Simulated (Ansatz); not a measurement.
System: cubic perovskite KMgF3. Method: PBE in Ansatz (PAW).

Settings: plane-wave cutoff 520 eV, 8×8×8 k mesh, perturbation theory, force constants from a 4×4×4 q mesh, scalar-relativistic PAW data made under PBE.

Computed at the level's own relaxed cell.

Space group Pm-3m (No. 221); a = 4.054 Å, b = 4.054 Å, c = 4.054 Å, α = 90.00°, β = 90.00°, γ = 90.00°

```tsv
atom	site	symmetry	x	y	z
K	1a	m-3m	0.0000	0.0000	0.0000
Mg	1b	m-3m	0.5000	0.5000	0.5000
F	3c	4/mm.m	0.0000	0.5000	0.5000
```

Harmonic phonon frequencies (cm⁻¹; i marks an imaginary mode; at Γ without the LO shift):

| q point | frequencies |
|---|---|
| Γ | 0 0 0 139 139 139 180 180 180 280 280 280 420 420 420 |
| R | 86 86 86 134 134 134 273 273 273 308 308 368 368 368 474 |

No imaginary mode appears at these points.

Ansatz is a quantum-chemistry and plane-wave program.
